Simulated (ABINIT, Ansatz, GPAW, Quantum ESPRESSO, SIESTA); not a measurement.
# One structure in several programs: SrPd₂ (Fd-3m, 6 atoms in the cell)

Self-consistent single point, at a second geometry (lattice scaled by 0.98). First geometry:

```
SrPd2
1.0
    0.00000     3.93562     3.93562
    3.93562     0.00000     3.93562
    3.93562     3.93562     0.00000
Sr Pd
2 4
Direct
  0.75000   0.75000   0.75000
  0.50000   0.50000   0.50000
  0.12500   0.62500   0.12500
  0.12500   0.12500   0.12500
  0.62500   0.12500   0.12500
  0.12500   0.12500   0.62500
```

Shared settings, as Ansatz (a first-principles code) writes them: kpoints.mp_grid.grid = 7 7 7; scf.occupations.method = gaussian; scf.occupations.width = 0.136 eV. Potentials and cutoffs stand in the table.

| code | model | ΔF from the first geometry (meV/atom) | pressure (GPa) | cutoff |
|---|---|---|---|---|
| Quantum ESPRESSO | PBEsol, GBRV 1.5 ultrasoft (PBESOL) pseudopotentials | -2.1 | 2.75 | 40 Ry |
| Ansatz | PBEsol, PAW files made with PBE | -3.8 | 2.49 | default |
| GPAW | PBEsol, GPAW PAW datasets PBEsol (made by gpaw-setup) | 0.5 | 3.13 | 600 eV |
| SIESTA | GGA PBEsol, numerical atomic orbitals DZP, PseudoDojo PBEsol standard norm-conserving potentials (rewritten from UPF to PSML) | 69.8 | 13.32 | grid 400 Ry |
| ABINIT | PBEsol, PAW (JTH v2.0 PBE PAW, files made for PBE) | -4.1 | 2.37 | 24 Ha |

On Ansatz's run: spin polarisation is off.

The spread over the programs that give each value: ΔF from the first geometry within 73.9 meV/atom; pressure within 10.95 GPa.

SIESTA uses small atom-centred bases, whose incompleteness enters pressures, forces and empty levels differently from a plane-wave cutoff. Ansatz's pressure is given at a fixed set of plane waves, as the other plane-wave codes print theirs. In the pressure, SIESTA (by 10.71) lies more than 1 GPa from the median of the plane-wave programs.

The starting cell comes from a database of computed structures (which also holds hypothetical and non-ambient phases and stackings), without a prior relaxation at this level. For this run, on top of that: lattice scaled by 0.98.

Left out of this page: Elk and FLEUR (not drawn, or without a comparable value).

Keys are those of Ansatz 0.2.
